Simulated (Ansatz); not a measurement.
# W under a change: uniaxial stress, 8 GPa compression along z

Base system: W in the bcc (W type) structure (space group Im-3m, No. 229; a = 3.169 Å). Axes: x, y, z lie along the cube axes.

One thing is altered: uniaxial stress, 8 GPa compression along z; all other stress components relax to zero.

The values are results of r2SCAN (Ansatz, an electronic-structure program, PAW, spin-orbit coupling left out), not measurements. Settings: 21×21×21 k-points, 0.05 eV Fermi–Dirac smearing.

```tsv
quantity	base	changed	shift
volume per atom	15.92 Å³	15.79 Å³	-0.13 Å³
energy relative to the base (free energy F)	0 meV/atom	+7.1 meV/atom	+7.1 meV/atom
band gap	zero	zero	–
strain response (xx, yy, zz) (rough)	–	(+0.50, +0.50, −1.80) %	–
```

Cost of the whole job for the changed cell (relaxation, final SCF and bands): very roughly 110 core-seconds.

Without a gap, meshes like the base's 21×21×21 leave anisotropic stresses uncertain by several tenths of a GPa, and small strain energies with them. Beyond what the load breaks, stability against distortions was not tested. The final runs are not spin-polarised.
